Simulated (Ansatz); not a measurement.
The starting structures come from a database of crystals and need not be the phases stable at ambient conditions.

Consider the following.

```xyz
20
Lattice="5.9668 0.0000 0.0000 2.9834 9.8309 0.0000 2.9834 0.9054 5.0875" Properties=species:S:1:pos:R:3 pbc="T T T"
Rb     8.9502     8.9921     3.6484
Rb     2.9834     1.7442     1.4391
Rb     8.9502     4.5522     4.4385
Rb     2.9834     6.1841     0.6490
Li     5.9668     8.1111     2.0556
Li     5.9668     2.6252     3.0319
Ga     5.9668     5.3681     2.5437
Ga     0.0000     0.0000     0.0000
F      5.9668     9.3701     3.7013
F      5.9668     1.3661     1.3862
F      4.3726     8.8863     0.9827
F      7.5610     1.8499     4.1047
F      7.5610     8.8863     0.9827
F      4.3726     1.8499     4.1047
F      4.6485     6.6610     3.0867
F      7.2851     4.0753     2.0008
F      5.9668     6.2609     0.8387
F      5.9668     4.4753     4.2488
F      7.2851     6.6610     3.0867
F      4.6485     4.0753     2.0008
```

Space group of this cell: R-3m. The cell is taken as given; by r2SCAN its mean pressure is -3.9 GPa.

Transport runs along the normal of the first two printed cell vectors, the (101) plane of the conventional cell.

No gap correction and no spin-orbit coupling; mid-gap values are interpolated between computed energies.

State the band gap and the smallest decay constant κ at mid-gap according to r2SCAN in Ansatz (an electronic-structure program).

Gap 6.98 eV on a 6×6×6 mesh; κ = 0.531 1/Å, at the zone centre.
